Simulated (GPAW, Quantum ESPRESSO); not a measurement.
A GPAW input for a self-consistent single point of Al3Ir (P6_3/mmc, 8 atoms in the cell) (DFT PBEsol, plane waves, GPAW PAW datasets PBEsol (made by gpaw-setup)):

```python
from ase import Atoms
from ase.units import GPa
from gpaw import GPAW, PW

atoms = Atoms(['Al', 'Al', 'Al', 'Al', 'Al', 'Al', 'Ir', 'Ir'],
              cell=[[4.373467, 0.000000, 0.000000],
                    [-2.186734, 3.787534, 0.000000],
                    [0.000000, 0.000000, 7.928107]],
              positions=[[0.000000, 0.000000, 1.982027],
                         [0.000000, 0.000000, 5.946080],
                         [-0.000003, 2.525024, 4.597430],
                         [2.186736, 1.262510, 3.330677],
                         [2.186736, 1.262510, 0.633376],
                         [-0.000003, 2.525024, 7.294731],
                         [-0.000003, 2.525024, 1.982027],
                         [2.186736, 1.262510, 5.946080]],
              pbc=True)

calc = GPAW(mode=PW(600),
            xc='PBEsol',
            kpts={'size': (7, 7, 4), 'gamma': True},
            occupations={'name': 'methfessel-paxton', 'width': 0.136, 'order': 0},
            nbands=-16,
            convergence={'forces': 0.001},
            symmetry={'symmorphic': False, 'tolerance': 0.0005},
            maxiter=100,
            txt='-')

atoms.calc = calc

energy = atoms.get_potential_energy()
print('Energy (eV):', round(energy, 6))
forces = atoms.get_forces()
print('Forces (eV/Ang):')
print(forces.round(5))
stress = atoms.get_stress()
print('Stress (GPa, Voigt):', (stress / GPa).round(4))
```

Problem. Translate this input to Quantum ESPRESSO.

Solution. One input that does it (others would too):

```fortran
&control
  calculation = 'scf'
  prefix = 'al3ir'
  outdir = './work'
  pseudo_dir = './'
  tprnfor = .true.
  tstress = .true.
/
&system
  ibrav = 0
  nat = 8
  ntyp = 2
  ecutwfc = 70
  occupations = 'smearing'
  smearing = 'gauss'
  degauss = 0.0099958
/
&electrons
  conv_thr = 1.0e-11
/
ATOMIC_SPECIES
Al    26.9815  Al.upf
Ir   192.2170  Ir.upf
CELL_PARAMETERS bohr
   8.26465536     0.00000000     0.00000000
  -4.13232768     7.15740150     0.00000000
   0.00000000     0.00000000    14.98195092
ATOMIC_POSITIONS angstrom
Al    0.00000000    0.00000000    1.98202675
Al    0.00000000    0.00000000    5.94608025
Al    0.00000000    2.52502251    4.59742997
Al    2.18673364    1.26251125    3.33067703
Al    2.18673364    1.26251125    0.63337647
Al    0.00000000    2.52502251    7.29473053
Ir    0.00000000    2.52502251    1.98202675
Ir    2.18673364    1.26251125    5.94608025
K_POINTS automatic
7 7 4  0 0 0
```

Basis, cutoffs, solver keys and any potentials are the target program's own. This input uses DFT, PBEsol, plane waves, PseudoDojo standard norm-conserving (PBESOL) pseudopotentials.

The starting cell comes from a database of computed structures (which also holds hypothetical and non-ambient phases and stackings), without a prior relaxation at this level. Its lattice was rescaled by a random factor within 2.5 % of one.
